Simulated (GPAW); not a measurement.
GPAW run on Ti₂InC (P6_3/mmc, 8 atoms in the cell): self-consistent single point.

Method of the run: LDA (Perdew-Wang 92), GPAW PAW datasets LDA (gpaw-data 1.0.1) (plane waves; GPAW).

The change in words: lattice scaled by 0.98. Reference geometry:
```
Ti2InC
1.0
    3.10423     0.00000     0.00000
   -1.55212     2.68835     0.00000
    0.00000     0.00000    13.98921
Ti In C
4 2 2
Direct
  0.66667   0.33333   0.57876
  0.33333   0.66667   0.42124
  0.33333   0.66667   0.07876
  0.66667   0.33333   0.92124
  0.66667   0.33333   0.25000
  0.33333   0.66667   0.75000
  0.00000   0.00000   0.50000
  0.00000   0.00000   0.00000
```

Reference input (self-consistent single point, DFT LDA (Perdew-Wang 92), plane waves, GPAW PAW datasets LDA (gpaw-data 1.0.1)): mode = pw; ecut = 900 eV; xc = LDA; kpts = 8 8 2; mesh shift (steps) = 0 0 0; occupations.name = methfessel-paxton; occupations.width = 0.1 eV; occupations.order = 0; nbands = -14; symmetry.symmorphic = false; symmetry.tolerance = 0.0005; maxiter = 150. This run's input differs from it in these lines:

```diff
@@ -5,5 +5,5 @@
 atoms = Atoms(['Ti', 'Ti', 'Ti', 'Ti', 'In', 'In', 'C', 'C'],
-              cell=[[3.104234, 0.000000, 0.000000],
-                    [-1.552117, 2.688346, 0.000000],
-                    [0.000000, 0.000000, 13.989205]],
+              cell=[[3.042149, 0.000000, 0.000000],
+                    [-1.521075, 2.634579, 0.000000],
+                    [0.000000, 0.000000, 13.709421]],
               scaled_positions=[[0.666667, 0.333333, 0.578760],
```

Log, with long lists cut:

```
     iter     time        total  log10-change:
                         energy   eigst   dens
iter:   1 --:--:--   -72.242831
iter:   2 --:--:--   -68.977237   -0.78  -1.16
iter:   3 --:--:--   -63.383286   +0.34  -1.22
iter:   4 --:--:--   -63.346762   -0.75  -1.55
iter:   5 --:--:--   -63.495629   -1.26  -1.62
iter:   6 --:--:--   -63.581900   -0.58  -1.68
iter:   7 --:--:--   -63.379728   -1.83  -1.99
iter:   8 --:--:--   -63.342110   -1.66  -2.27
iter:   9 --:--:--   -63.371210c  -1.99  -2.57
iter:  10 --:--:--   -63.329358   -2.15  -2.48
iter:  11 --:--:--   -63.330790   -2.85  -3.19
iter:  12 --:--:--   -63.329785c  -3.84  -3.17
iter:  13 --:--:--   -63.329682c  -4.57  -3.23
iter:  14 --:--:--   -63.329705c  -4.53  -3.32
iter:  15 --:--:--   -63.329857c  -4.68  -3.41
iter:  16 --:--:--   -63.329748c  -4.03  -3.38
iter:  17 --:--:--   -63.329605c  -5.40  -3.55
iter:  18 --:--:--   -63.329641c  -4.46  -3.75
iter:  19 --:--:--   -63.329598c  -5.46  -3.93
iter:  20 --:--:--   -63.329601c  -6.07  -4.44c
iter:  21 --:--:--   -63.329602c  -7.04  -4.49c
iter:  22 --:--:--   -63.329602c  -7.17  -4.50c
iter:  23 --:--:--   -63.329603c  -6.97  -4.52c
iter:  24 --:--:--   -63.329601c  -6.71  -4.53c
iter:  25 --:--:--   -63.329601c  -8.23c -4.58c
Converged after 25 iterations.

Dipole moment: (-0.000000, -0.000000, -0.000000) |e|*Ang

Energy contributions relative to reference atoms: (reference = -414401.982156)

Kinetic:        +94.554962
Potential:      -86.295987
External:        +0.000000
XC:             -71.946360
Entropy (-ST):   -0.014007
Local:           +0.364787
SIC:             +0.000000
--------------------------
Free energy:    -63.336604
Extrapolated:   -63.329601

Showing only first 2 kpts
 Kpt  Band  Eigenvalues  Occupancy
  0    39     10.44229    0.00000
  0    40     10.44543    0.00000
  0    41     10.44544    0.00000
  0    42     10.49675    0.00000

  1    39     10.44395    0.00000
  1    40     10.44397    0.00000
  1    41     10.44397    0.00000
  1    42     10.53909    0.00000

Fermi level: 9.74875

No gap
   [... lines left out ...]
  2 Ti   -0.00000    0.00000    0.50556
  3 Ti    0.00000   -0.00000   -0.50556
  4 In    0.00000   -0.00000    0.00000
  5 In   -0.00000    0.00000    0.00000
  6 C     0.00000    0.00000    0.00000
  7 C    -0.00000    0.00000    0.00000

Stress tensor:
    -0.047107    -0.000000     0.000000
    -0.000000    -0.047107     0.000000
     0.000000     0.000000    -0.047011
Stress (GPa, Voigt): [-7.5474 -7.5474 -7.532   0.      0.     -0.    ]
```

The run converged in 25 iterations. GPAW prints stress with tension positive. Against the reference run the free energy rises by 10.7 meV/atom and the largest force goes from 0.141 to 0.506 eV/Å.

At such cutoffs GPAW's stress carries a finite-basis (Pulay) error, which enters relaxed cells too; its log prints stress with tension positive.

The starting cell comes from a database of computed structures (which also holds hypothetical and non-ambient phases and stackings), without a prior relaxation at this level. Its lattice was rescaled by a random factor within 2.5 % of one. For this run, on top of that: lattice scaled by 0.98. Spin polarisation is off.

Cost on one core of a shared machine: roughly 7 min.
